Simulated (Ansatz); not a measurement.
The parent structure is Nb in the bcc (W type) structure (space group Im-3m, No. 229; a = 3.2730 Å; relaxed with 0.1 eV smearing). Axes: x, y, z lie along the cube axes.

Level of theory: Kohn–Sham DFT with the PBEsol functional, run in Ansatz (a first-principles code) with PAW and 420 eV plane waves, no SOC.

Strains are applied to the cell and any free atomic positions relax; under biaxial strain the out-of-plane vector relaxes too.

One change was made to it. Results:

```csv
quantity,base,after
pressure,0.0 GPa,25.0 GPa
energy relative to the base (free energy F),0 meV/atom,+134 meV/atom
```

### Question
Which change produced these results?
A) biaxial strain −2.34 %, plane normal [111], relaxed out of plane
B) tensor shear ε_yz = +0.93 %
C) isotropic strain −1.37 %
D) isotropic strain −3.69 %

### Answer
D, isotropic strain −3.69 %. For comparison, the energy relative to the base in the other runs: isotropic strain −1.37 % gives +17 meV/atom; biaxial strain −2.34 %, plane normal [111], relaxed out of plane gives +6.0 meV/atom; tensor shear ε_yz = +0.93 % gives +0.3 meV/atom.

Stability against distortions was not tested. The base started in P-1 and relaxed to Im-3m at this level. The final runs are not spin-polarised.
